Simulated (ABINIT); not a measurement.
Troubleshooting ABINIT: a failed run on TiPt₃ (Pm-3m, 4 atoms in the cell). The aim is a self-consistent single point with DFT, PBE, plane waves, PAW (JTH v2.0 PBE PAW).

Cell that was meant: a = 3.8970 Å, b = 3.8970 Å, c = 3.8970 Å, α = 90.00°, β = 90.00°, γ = 90.00°.

Part of the input:

```
# TiPt3, JTH v2.0 PBE PAW
pp_dirpath "./"
pseudos "Pt.GGA_PBE-JTH.xml, Ti.GGA_PBE-JTH.xml"
acell 3*1.0
rprim
         7.3642627077    0.0000000000    0.0000000000
```

Output (repeated stretches shortened):

```
...

--- !ERROR
src_file: m_chkinp.F90
src_line: 3967
mpi_rank: 0
message: |
    For pseudopotential 2  znucl from user input file=   7.8000E+01
    while znucl from pseudopotential file=  2.2000E+01
    Action: check znucl in input file, or check psp file. They must agree.
...

--- !ERROR
src_file: m_chkinp.F90
src_line: 4226
mpi_rank: 0
message: |
    Checking consistency of input data against itself gave 2 inconsistencies.
    The details of the problems can be found above (or in output or log file), in an earlier WARNING.
    In parallel, the details might not even be printed there. Then, try running in sequential to see the details.
...

 abinit_abort: decision taken to exit. Check above messages for more info
Abort(13) on node 0 (rank 0 in comm 0): application called MPI_Abort(MPI_COMM_WORLD, 13) - process 0

--- !ERROR
src_file: m_chkinp.F90
src_line: 3967
mpi_rank: 0
message: |
    For pseudopotential 1  znucl from user input file=   2.2000E+01
    while znucl from pseudopotential file=  7.8000E+01
    Action: check znucl in input file, or check psp file. They must agree.
...

--- !ERROR
src_file: m_chkinp.F90
src_line: 3967
mpi_rank: 0
message: |
    For pseudopotential 2  znucl from user input file=   7.8000E+01
    while znucl from pseudopotential file=  2.2000E+01
    Action: check znucl in input file, or check psp file. They must agree.
...

--- !ERROR
src_file: m_chkinp.F90
src_line: 4226
mpi_rank: 0
message: |
    Checking consistency of input data against itself gave 2 inconsistencies.
    The details of the problems can be found above (or in output or log file), in an earlier WARNING.
    In parallel, the details might not even be printed there. Then, try running in sequential to see the details.
...
```

**Question.** Read the log: what does the program object to, and what is the fix?

**Answer.** The fault is potential files assigned to the wrong elements; here the program stops on it instead of giving results. To fix it, match the files to the elements. The program stopped before any SCF iteration.

An input that runs soundly differs in these lines (not the only fix; some lines may just follow from the change or write a value another way):
```diff
-pseudos "Pt.GGA_PBE-JTH.xml, Ti.GGA_PBE-JTH.xml"
+pseudos "Ti.GGA_PBE-JTH.xml, Pt.GGA_PBE-JTH.xml"
```

With that input, the run converged in 30 iterations: free energy E − TS -3805.22 eV; Fermi level (on the code's own zero) 10.20 eV; pressure 10.47 GPa (DFT, PBE, plane waves, PAW (JTH v2.0 PBE PAW)).

On the sound input: the starting cell comes from a database of published, mostly measured structures (it also holds non-ambient and calculated ones), without a prior relaxation at this level. Spin polarisation is off. With a pressure of about 10 GPa the cell is away from its equilibrium volume at this level.
